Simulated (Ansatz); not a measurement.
We consider AlB2-type ZrB2, described by r²SCAN+rVV10 in Ansatz (plane waves, PAW).

Settings: plane-wave cutoff 600 eV, 24×24×18 k mesh (along the axes of the cell as run), Fermi–Dirac smearing 0.086 eV (set by the program), scalar-relativistic PAW data made under PBE.

Computed at the level's own relaxed cell.

Elastic tensor (GPa, Voigt notation, ions relaxed):

```
  584.0    53.9   122.6     0.0     0.0     0.0
   53.9   584.0   122.6     0.0     0.0     0.0
  122.6   122.6   447.5     0.0     0.0     0.0
    0.0     0.0     0.0   261.5     0.0     0.0
    0.0     0.0     0.0     0.0   261.5     0.0
    0.0     0.0     0.0     0.0     0.0   265.1
```

Q: Work out the Voigt, Reuss and Hill averages of the bulk and shear moduli, Young's modulus and Poisson's ratio from the printed constants.

A: K_V = [C11 + C22 + C33 + 2(C12 + C13 + C23)]/9 = [1615.5 + 2 × 299.1]/9 = 246.0 GPa. G_V = [1615.5 − 299.1 + 3 × 788.1]/15 = 245.4 GPa. From the compliances S = C⁻¹, K_R = 245.0 and G_R = 238.4 GPa. Hill means: K = 245.5, G = 241.9 GPa. E = 9KG/(3K + G) = 546 GPa, ν = (3K − 2G)/(6K + 2G) = 0.13, K/G = 1.01.

Measured, for comparison: elastic constant C11 568 GPa, elastic constant C12 57 GPa, elastic constant C33 441 GPa, elastic constant C13 121 GPa (room temperature, no zero-point or thermal correction; as tabulated in Zhang et al. (2020), arXiv:1911.03307). Computed (rounded) less measured: elastic constant C11 +3 %, elastic constant C12 -5 %, elastic constant C33 +1 %, elastic constant C13 +2 %. A static lattice is as a rule a little smaller and stiffer than an uncorrected measurement, which narrows the difference in the elastic constant C11, elastic constant C33, elastic constant C13 and would widen misses of the other sign.

Static lattice: no zero-point or thermal effects.

Ansatz is a program for electronic structure.
